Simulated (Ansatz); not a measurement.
# Ge on the B site in zinc-blende BN

These are PBE, PAW (plane waves to 420 eV; Ansatz, a program for electronic structure) values and carry that method's errors. Cell: 64 sites, 2×2×2; final energies on a 2×2×2 shifted mesh. Site at the start: the B site. Energies of charged states are corrected for periodic images (point charge plus alignment at distant sites). Dielectric constants: PBE linear response of the host. Host gap at this level: 4.46 eV. These values are not converged in cell size to better than tenths of an eV. The semilocal functional narrows the gap, so deep levels can fall outside it. Spin–orbit coupling is left out. Each state is the lowest found from its start.

Formation energies E_f are given with the Fermi level at the valence-band maximum. Chemical conditions: N-rich (Δμ(B) = -2.35 eV, Δμ(Ge) = -0.009 eV, bounded by Ge3N4 (P31c); only phases computed here count, gases as isolated molecules at 0 K). Reference phases: B: alpha boron, Ge: germanium.

| charge | moment (μB) | largest move off a lattice site (Å) | image correction with alignment (eV) | E_f, N-rich (eV) |
|---|---|---|---|---|
| +1 | not spin-polarised | 0.20 | 0.82 | 1.93 |
| 0* | 1.0 | 0.24 | – | – |
| −1† | not spin-polarised | 0.30 | -0.21 | – |

* At this level the carrier isn't localised at the defect: at charge 0 electrons occupy the conduction band. Such a state is shallow or no state of the defect, and this cell gives it no level.

† Not settled in this cell, so no level is given: charge −1: carriers not clearly localised, a large or scattered potential alignment, level within 0.1 eV of a band edge or past it.

No other site or start that was run ended lower by more than 0.1 eV.

Flagged in the runs: a doubtful potential alignment.
